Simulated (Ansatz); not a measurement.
The starting structures come from a database of crystals and need not be the phases stable at ambient conditions.

By PBEsol, the system below comes out a metal.

Without scattering a metal conducts by its projected Fermi surface.

Data:

```
CELL_PARAMETERS angstrom
      2.69123     0.00000     0.00000
      0.00000     2.69123     0.00000
      1.34561    -1.34561     1.84590
ATOMIC_POSITIONS crystal
  Rh 0.00000 0.00000 0.00000
```

Space group of this cell: I4/mmm. The cell is strained (lengths along the current scaled by 0.97, ions clamped); by PBEsol its mean pressure is 3.2 GPa.

The current flows along the normal of the first two printed cell vectors, the (001) (indices of the unstrained crystal) plane of the conventional cell. No spin-orbit coupling; the value is a mean over 0.1 eV about the Fermi level.

Q: State the ballistic conductance per area according to Ansatz (an electronic-structure program) with PBEsol.

A: 2.4 × 10¹⁵ S/m² for both spins.
